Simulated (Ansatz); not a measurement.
## A computed series for ZnSe: pressure series

Take ZnSe in the zinc blende structure (space group F-43m, No. 216; a = 5.6656 Å) as the base.

Cell and atoms are relaxed at each pressure.

All numbers come from r2SCAN (Ansatz, a first-principles code, PAW, no spin-orbit coupling).

Candidates:
(a) pressure 30 GPa
(b) pressure 15 GPa
(c) pressure −1 GPa
(d) pressure 9 GPa

For the base:

- Band gap = 1.87 eV

Task: Order them by band gap, lowest first.

Result: (c) pressure −1 GPa (1.80 eV), (d) pressure 9 GPa (2.35 eV), (b) pressure 15 GPa (2.60 eV), (a) pressure 30 GPa (2.63 eV)

Load acts through the strain it causes; cell and atoms are relaxed under it. No phonon test of stability was made. Measured, ZnSe leaves this structure (for rock salt) near 13 GPa (temperature not stated; as listed in M. Köfferlein et al., Hyperfine Interactions (1994)).
